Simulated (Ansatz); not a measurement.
We consider cubic perovskite EuTiO3, described by PBEsol in Ansatz (PAW).

Run with plane-wave cutoff 520 eV, 14×14×14 k mesh, Fermi–Dirac smearing 0.05 eV, spin-polarised with parallel moments, scalar-relativistic PAW data made under PBE.

Computed at the level's own relaxed cell.

What does this level give for the volume per atom, bulk modulus B0, equilibrium lattice constant a and pressure derivative B′ of the bulk modulus?


volume per atom: 11.66 Å³/atom
bulk modulus B0: 193 GPa
equilibrium lattice constant a: 3.878 Å
pressure derivative B′ of the bulk modulus: 4.4

Note: the magnetic order was assumed, not searched for or taken from measurement; the 4f shell is treated without U or exact exchange, so its levels and filling can be wrong; functionals without U or exact exchange can leave correlated insulators metallic, so the missing gap need not be real.

Spin–orbit coupling is not included; it can open a gap where bands touch, and shift volumes and moduli.

The computed numbers hold no vibrational or temperature effects.

The result took roughly 9 core-minutes.

Ansatz is a first-principles code.
